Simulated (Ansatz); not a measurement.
## GaP (model structure, started from the BeO type, P4₂/mnm, No. 136, 8 atoms in the cell): equilibrium lattice constant a by level of theory

No measured value is used here.

```
level (code)           value (Å)
---------------------  ---------
LDA (Ansatz)               6.585
PBE (Ansatz)               6.729
PBEsol (Ansatz)            6.645
PBE-D3(BJ) (Ansatz)        6.648
r²SCAN (Ansatz)            6.656
r²SCAN+rVV10 (Ansatz)      6.633
```

Cutoffs differ between the levels. Ansatz's density-functional and Hartree–Fock values are scalar-relativistic unless marked +SOC, with PAW data made under PBE.

A model structure was made by putting elements into a prototype or built by hand; it is no filed structure, need not be a known phase, and can be a saddle point held by its symmetry.

Ansatz is a first-principles code.
